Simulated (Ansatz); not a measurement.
# Carrier doping in hypothetical CdI2 type SiO2

Consider SiO$_{2}$ in the CdI2 type structure (space group P-3m1, No. 164; a hypothetical phase, not in the database extracts checked; layered, stacked along the Cartesian z axis).

```
CELL_PARAMETERS angstrom
      2.68607     0.00000     0.00000
     -1.34304     2.32621     0.00000
      0.00000     0.00000     4.60175
ATOMIC_POSITIONS crystal
  Si 0.00000 0.00000 0.00000
  O  0.66667 0.33333 0.19897
  O  0.33333 0.66667 0.80103
```

Carriers are added at fixed cell with a uniform background; the Fermi–Dirac width is that of 300 K.

Method: plane-wave PAW DFT at the PBE-D3(BJ) level (Ansatz, a first-principles code, 420 eV), no spin-orbit coupling, earlier PAW set.

Notes on the quantities. Fermi level from band edge: Fermi level relative to the doped band's edge (positive inside the band; to 0.05 eV).

| case | gap between the host's bands | Fermi level from band edge |
|---|---|---|
| undoped | 6.16 eV | – |
| electrons 1.0×10^21 cm⁻³ | 6.13 eV | +0.70 eV |
| electrons 1.5×10^21 cm⁻³ | 6.12 eV | +0.80 eV |
| electrons 3.0×10^21 cm⁻³ | 6.09 eV | +1.20 eV |
| electrons 5.0×10^21 cm⁻³ | 6.04 eV | +1.60 eV |
| holes 1.0×10^21 cm⁻³ | 6.19 eV | +0.05 eV |
| holes 1.5×10^21 cm⁻³ | 6.21 eV | +0.05 eV |
| holes 3.0×10^21 cm⁻³ | 6.26 eV | +0.10 eV |
| holes 5.0×10^21 cm⁻³ | 6.33 eV | +0.15 eV |

Carriers are added with a uniform compensating background; total energy and stress of such cells depend on the potential's zero and are not compared; many-body gap narrowing is missing at this level. No phonon test of stability was made.
